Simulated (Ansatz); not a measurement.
Start from GaN in the rock salt structure (space group Fm-3m, No. 225; a = 4.219 Å; a model cell). Axes: x, y, z lie along the cube axes.

Now apply this change: strain tensor (xx, yy, zz, yz, xz, xy) = (+1.36, +1.50, +1.69, +0.04, +0.14, −0.89) %; the atoms relax in the strained cell.

Levels (all Ansatz, a quantum-chemistry and plane-wave program, PAW): PBEsol (420 eV, no spin-orbit coupling); r2SCAN (500 eV, scalar-relativistic without spin-orbit coupling); HSE06 (420 eV, spin-orbit coupling left out).

At the geometry relaxed with PBEsol, these levels gave the following band gaps, in shuffled order: (a) 1.48 eV, (b) 0.77 eV, (c) 0.20 eV.

Question: Match each gap to its level.

Answer: (a) HSE06; (b) r2SCAN; (c) PBEsol.

Single points use the geometry relaxed with PBEsol. HSE06 gaps are upper bounds (no full band path). Stability against distortions was not tested. The base started in Pnma and relaxed to Fm-3m at this level. This is not the structure that GaN has at room temperature and ambient pressure. The zero or small gap of GaN under strain tensor (xx, yy, zz, yz, xz, xy) = (+1.36, +1.50, +1.69, +0.04, +0.14, −0.89) % can change with the level of theory.
